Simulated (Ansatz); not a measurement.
What biaxial strain −0.50 %, plane normal [001], relaxed out of plane does to InP

Base system: InP in the zinc blende structure (space group F-43m, No. 216; a = 5.8784 Å). Axes: x, y, z lie along the cube axes.

One thing is altered: compressive biaxial strain of 0.50 % in the plane normal to [001], as in epitaxy on a mismatched substrate; the out-of-plane cell vector and the atoms relax.

Calculations: Ansatz (a quantum-chemistry and plane-wave program), PBEsol, PAW, cutoff 420 eV, spin-orbit coupling left out. k-mesh 10×10×10 (Γ-centred); smearing 0.05 eV (Fermi–Dirac).

| quantity | base | changed | shift |
|---|---|---|---|
| volume per atom | 25.39 Å³ | 25.28 Å³ | -0.11 Å³ |
| shortest interatomic distance | 2.545 Å | 2.542 Å | -0.0037 Å |
| energy relative to the base (free energy F) | 0 meV/atom | +0.4 meV/atom | +0.4 meV/atom |
| pressure (mean of the normal stresses, compression positive) | 0.0 kbar | 3.0 kbar | +3.0 kbar |
| band gap | 0.57 eV | 0.58 eV | +0.01 eV |
| gap character | direct at Γ | direct at Γ | – |
| electron mass | 0.046 mₑ (at Γ) | 0.049 mₑ out of plane, 0.047 mₑ in plane (at Γ) | – |
| valence-band top at Γ (three highest levels, from the VBM) | 0.00, 0.00, 0.00 eV | 0.00, 0.00, -0.05 eV | – |
| valley order (the lowest conduction-band minima on the path, energy above the VBM, named in the base's zone) | Γ 0.57 eV; L along ⟨111⟩ 1.38 eV; X along ⟨100⟩ 1.65 eV | Γ 0.58 eV; L along [111] 1.37 eV; X along [010] 1.61 eV; X along [001] 1.66 eV | – |
| out-of-plane strain | – | +0.55 % | – |
| mean in-plane stress (compression positive) | – | +0.4 GPa | – |

Final structure (turned so that z lies along the plane normal):

```
InP
1.0
    4.13590     0.00000     0.00000
    0.00000     4.13590     0.00000
    2.06795    -2.06795     2.95551
In P
1 1
Direct
  0.00000   0.00000   0.00000
  0.75000   0.75000   0.50000
```

Cost of the whole job for the changed cell (relaxation, final SCF and bands): roughly 40 core-seconds.

Effective masses come from finite differences of ±0.01 Å⁻¹. Stability against distortions was not tested. k-point labels follow each cell's own Brillouin zone.
